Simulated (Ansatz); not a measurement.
BBi (model structure, started from the zincblende type, F-43m, No. 216, 2 atoms in the cell), treated with r²SCAN (PAW; Ansatz, a program for electronic structure).

Run with plane-wave cutoff 500 eV, 12×12×12 k mesh, Fermi–Dirac smearing 0.05 eV, scalar-relativistic PAW data made under PBE.

Cell (relaxed at this level):

BiB has the cubic space group F-43m (No. 216), the zinc blende structure, Pearson symbol cF8. Lattice parameters: a = b = c = 5.4914 Å, α = β = γ = 90.00°. Bi on 4d has 4 B at 2.378 Å (tetrahedral). B on 4a is coordinated by 4 Bi at 2.378 Å (tetrahedral). (Neighbours: up to the widest gap in distance over summed covalent radii, below 1.35, at either atom; cation-cation and far metal-metal contacts left out.)
(The calculation used a cell of 2 atoms; values per cell refer to that cell.)

Give the computed band gap.


band gap: 0.38 eV (on the SCF k mesh)

Note: the relaxation could raise the start's symmetry but not lower it, so the cell can be a saddle point.

Spin–orbit coupling is not included; with these elements it can move the gap by several tenths of an eV or more.

Computing time: around 60 core-seconds (rough).

A model structure was made by putting elements into a prototype or built by hand; it is no filed structure, need not be a known phase, and can be a saddle point held by its symmetry.
